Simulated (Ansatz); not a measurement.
Input:

```yaml
crystal:
  lattice:
    - [3.63382, 0.00000, 0.00000]
    - [1.81691, 3.14698, 0.00000]
    - [1.81691, -1.04899, 3.00578]
  atoms:
    - { symbol: Mg, position: [0.00000, 0.00000, 0.00000] }
    - { symbol: S, position: [0.00000, 0.50000, 0.50000] }
```

No spin polarisation.

Calculations: PBEsol (Ansatz, a program for electronic structure, PAW, no SOC). Settings: 11×11×11 k-points, 0.05 eV Fermi–Dirac smearing.

Question: Predict the valence-band top at Γ, band gap, gap character and space group.

Answer: Valence-band top at Γ (three highest levels, from the VBM): 0.00, 0.00, -0.12 eV
Band gap: 2.71 eV
Gap character: indirect, Γ → F
Space group: R-3m (No. 166)

The cells carry an imposed strain or load. Stability against distortions was not tested. The cell was made from MgS in the rock salt structure (space group Fm-3m, No. 225) by this change: biaxial strain −0.83 %, plane normal [111], relaxed out of plane.
